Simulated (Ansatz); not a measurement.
Consider BeS in the zinc blende structure (space group F-43m, No. 216).

```
CELL_PARAMETERS angstrom
      0.00000     2.39818     2.39818
      2.39818     0.00000     2.39818
      2.39818     2.39818     0.00000
ATOMIC_POSITIONS crystal
  Be 0.00000 0.00000 0.00000
  S  0.25000 0.25000 0.25000
```

Cartesian axes are those of the cell as printed.

Method: LDA (Ansatz, an electronic-structure program, PAW, spin-orbit coupling left out).

Strains are applied to the cell and any free atomic positions relax; under biaxial strain the out-of-plane vector relaxes too.

One change was made to it. Results:

| quantity | base | after |
|---|---|---|
| smallest direct gap | 5.49 eV | 5.47 eV |
| energy relative to the base (free energy F) | 0 meV/atom | +0.4 meV/atom |

Q: Which of these changes matches the shifts?
A) biaxial strain −0.50 %, plane normal [001], relaxed out of plane
B) biaxial strain −2.50 %, plane normal [001], relaxed out of plane
C) biaxial strain +3.00 %, plane normal [001], relaxed out of plane
D) biaxial strain +1.50 %, plane normal [001], relaxed out of plane

A: A, biaxial strain −0.50 %, plane normal [001], relaxed out of plane. For comparison, the energy relative to the base in the other runs: biaxial strain +3.00 %, plane normal [001], relaxed out of plane gives +13 meV/atom; biaxial strain −2.50 %, plane normal [001], relaxed out of plane gives +10 meV/atom; biaxial strain +1.50 %, plane normal [001], relaxed out of plane gives +3.4 meV/atom.

Stability against distortions was not tested.
